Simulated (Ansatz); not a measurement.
The starting structures come from a database of crystals and need not be the phases stable at ambient conditions.

 Where the default PAW files enter, the runs use the earlier of Ansatz's two default sets.

Data:

```yaml
crystal:
  lattice:
    - [3.14528, 0.00000, 0.00000]
    - [0.00000, 5.09689, 0.00000]
    - [1.57264, 0.00000, 2.72389]
  atoms:
    - { symbol: Al, position: [0.00000, 0.00074, 0.00000] }
    - { symbol: Ga, position: [0.66667, 0.50283, 0.66667] }
    - { symbol: N, position: [0.66667, 0.88820, 0.66667] }
    - { symbol: N, position: [0.00000, 0.37184, 0.00000] }
```

Space group of this cell: P3m1. The cell is taken as given.

The numbers are results of r2SCAN (plane waves, PAW; Ansatz, a first-principles code), not measurements.

The current runs along the normal of the first two printed vectors; no spin-orbit coupling. Scaled by the factor s: both lengths across the current (ions clamped). Meshes 12×6×12 and 10×6 across the current in all rows.

| s | mean pressure (GPa) | slowest mid-gap decay constant κ (1/Å) |
|---|---|---|
| 0.98 | 8.5 | ? |
| 1.00 | -0.4 | 0.222 |
| 1.02 | -7.7 | 0.206 |

Q: Take the slope of the slowest mid-gap decay constant κ against ln s from the two given rows, extrapolate to s = 0.98, and say what the run there gives.

A: Slope = (0.206 − 0.222) / ln 1.02 = -0.808 1/Å. The line gives 0.222 + (-0.808) × ln 0.98 = 0.238 1/Å. The run gives 0.238 1/Å, as the line does.
